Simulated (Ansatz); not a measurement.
For YAl3 (Pm-3m, No. 221, 4 atoms in the cell; start mp-11231), LDA in Ansatz (plane waves, PAW) gives:

- lattice constant a: 4.184 Å
- bulk modulus B0: 85.6 GPa
- cohesive energy: 4.70 eV/atom

Q: What does r²SCAN (PAW; Ansatz, a quantum-chemistry and plane-wave program) give for the same quantities?

A: 
- lattice constant a: 4.244 Å (goes up by 1.4 %)
- bulk modulus: 82.0 GPa (drops by 4.2 %)
- cohesive energy: 4.16 eV/atom (decreases by 0.54 eV/atom)

Changes are worked out from the printed values.

Unless a cell is named, each level is at its own relaxed cell (LDA 18.31, r²SCAN 19.11 Å³/atom).

The crystal itself was run without spin with LDA, r²SCAN; a magnetic state was not tried in these runs.

Caveats: the bulk modulus is −V dP/dV from two relaxed cells at ±2 % in volume (LDA, r²SCAN); the relaxation could not lower the start's symmetry, so the cell can be a saddle point above a distorted one (LDA, r²SCAN). Ansatz's density-functional and Hartree–Fock values are scalar-relativistic unless marked +SOC, with PAW data made under PBE.

A start named mp-… is a Materials Project structure, which need not be a measured phase.
